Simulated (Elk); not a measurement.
Elk run on Mg (P6_3/mmc, 2 atoms in the cell): self-consistent single point.

Method of the run: Elk with PBEsol, all-electron FP-LAPW, Elk's shipped species files, LAPW+lo basis.

```
CELL_PARAMETERS angstrom
      1.64352    -2.84666     0.00000
      1.64352     2.84666     0.00000
      0.00000     0.00000     5.33504
ATOMIC_POSITIONS crystal
  Mg 0.33333 0.66667 0.25000
  Mg 0.66667 0.33333 0.75000
```

Reference input (self-consistent single point, DFT, PBE, all-electron FP-LAPW, Elk's shipped species files, LAPW+lo basis): xctype = 20; rgkmax = 8; stype = 3; swidth = 0.00367493 Ha; ngridk = 12 12 6; gmaxvr = 14 1/bohr; nxoapwlo = 1. This run's input differs from it in these lines:

```diff
@@ -4,3 +4,3 @@
 xctype
-  20
+  22
```

Output, abridged:

```
│ Self-consistent loop started │
│ Loop number : 1 │
 total energy                :     -399.772181579
│ Loop number : 2 │
 total energy                :     -399.774902943
RMS change in Kohn-Sham potential (target) :   0.9108147352     (  0.1000000000E-05)
Absolute change in total energy (target)   :   0.2721363859E-02 (  0.1000000000E-03)
│ Loop number : 3 │
 total energy                :     -399.844971371
RMS change in Kohn-Sham potential (target) :   0.4597197741     (  0.1000000000E-05)
Absolute change in total energy (target)   :   0.7074876874E-01 (  0.1000000000E-03)
│ Loop number : 4 │
   [... lines left out ...]
Absolute change in total energy (target)   :   0.3210271531E-03 (  0.1000000000E-03)
│ Loop number : 11 │
 total energy                :     -399.838606847
RMS change in Kohn-Sham potential (target) :   0.2137518225E-05 (  0.1000000000E-05)
Absolute change in total energy (target)   :   0.3275852669E-04 (  0.1000000000E-03)
│ Loop number : 12 │
 total energy                :     -399.838594210
RMS change in Kohn-Sham potential (target) :   0.3379218249E-06 (  0.1000000000E-05)
Absolute change in total energy (target)   :   0.2082735102E-04 (  0.1000000000E-03)
Convergence targets achieved

│ Loop number : 13 │

Energies :
 Fermi                       :     0.107074443142
 total energy                :     -399.838592501

Density of states at Fermi energy :    23.66362843
 (states/Hartree/unit cell)

Estimated indirect band gap :   0.2615028161E-02
 from k-point     34 to k-point     10
Estimated direct band gap   :   0.5090529358E-02
 at k-point     57

Charges :
 core                        :    4.000000000
 valence                     :    20.00000000
 interstitial                :    3.115209218
 muffin-tins (core leakage)
  species :    1 (Mg)
   atom    1                 :    10.44239539     (   0.000000000    )
   atom    2                 :    10.44239539     (   0.000000000    )
 total in muffin-tins        :    20.88479078
 total calculated charge     :    23.98865374
 total charge                :    24.00000000
 error                       :   0.1134626229E-01

│ Self-consistent loop stopped │
```

The run converged in 13 iterations. The count includes the last loop, which Elk runs after its targets are met. 

The starting cell has typed, rounded lattice constants, without a prior relaxation at this level. Its lattice was rescaled by a random factor within 2.5 % of one. Values depend on the basis (sphere radii, cutoffs, local orbitals), which need not be converged. The log's line on a gap gives a spacing of levels on this mesh, which the program prints for metals too.
